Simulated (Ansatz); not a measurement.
The reference is Sn (space group I4_1/amd, No. 141; relaxed with 0.1 eV smearing).

```
Sn
1.0
   -2.97474     2.97474     1.60684
    2.97474    -2.97474     1.60684
    2.97474     2.97474    -1.60684
Sn
2
Direct
  0.75000   0.25000   0.50000
  0.00000   0.00000   0.00000
```

Cartesian axes are those of the cell as printed.

The values are results of PBE in Ansatz (plane waves to 420 eV, PAW, no SOC), not measurements.

Modification: uniaxial strain ε_zz = +2.94 %, all other strain components held at zero; the atoms relax in the strained cell.

Problem. What happens to the stress and energy relative to the base?

Solution. The stress (xx, yy, zz, yz, xz, xy; compression positive) comes out as (-0.8, -0.8, -2.0, 0.0, 0.0, 0.0) GPa; the energy rises by 5.6 meV/atom.

Whether these cells are dynamically stable was not tested.

Ansatz is a first-principles code.
